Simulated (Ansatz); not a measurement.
The reference is BeS in the zinc blende structure (space group F-43m, No. 216; a = 4.876 Å).

The change: cell and atoms relaxed at a pressure of 0.7 GPa.

Levels (all Ansatz, a first-principles code, PAW): PBE (420 eV, no spin-orbit coupling); r2SCAN (500 eV, without spin-orbit coupling); HSE06 (420 eV, spin-orbit coupling left out); PBE+SOC (420 eV, with spin-orbit coupling).

One geometry, relaxed with PBE, under each level:

Notes on the quantities. hole mass: degenerate bands, along [100].

The valence-band top lists the three highest levels at Γ (Kramers pairs under SOC), from the VBM.

| level | band gap | lowest conduction level above the VBM at special points | valence-band top at Γ | electron mass | hole mass | pressure |
|---|---|---|---|---|---|---|
| PBE | 3.13 eV | X 3.13 eV; U 4.37 eV; K 4.37 eV; L 5.43 eV | 0.00, 0.00, 0.00 eV | 0.77 mₑ along k, 0.29 mₑ across (at X) | 0.34, 0.57, 0.57 mₑ (at Γ) | 7.0 kbar |
| r2SCAN | 3.58 eV | X 3.58 eV; U 4.85 eV; K 4.85 eV; L 6.04 eV | – | 0.79 mₑ along k, 0.28 mₑ across (at X) | 0.34, 0.57, 0.57 mₑ (at Γ) | 2.8 kbar |
| HSE06 | ___ | ___ | – | – | – | – |
| PBE+SOC | 3.10 eV | X 3.10 eV; U 4.33 eV; K 4.33 eV; L 5.40 eV | 0.00, 0.00, -0.10 eV | 0.77 mₑ along k, 0.29 mₑ across (at X) | 0.39, 0.56 mₑ (at Γ) | 7.0 kbar |

Problem. Give the withheld HSE06 results.

Solution. 
- HSE06, band gap: 4.08 eV
- HSE06, lowest conduction level above the VBM at special points: X 4.08 eV; U 5.39 eV; K 5.39 eV; Γ 6.87 eV

Single points use the geometry relaxed with PBE. Their cutoffs differ, which shifts pressures a little. The hybrid gap comes from the SCF mesh plus the semilocal run's edge points and a few special points and is an upper bound. The spin-orbit shifts are approximate. Load acts through the strain it causes; cell and atoms are relaxed under it. Masses are band curvatures over ±0.01 Å⁻¹ around the edge. Along k means along the line from Γ to the band edge. Whether these cells are dynamically stable was not tested.
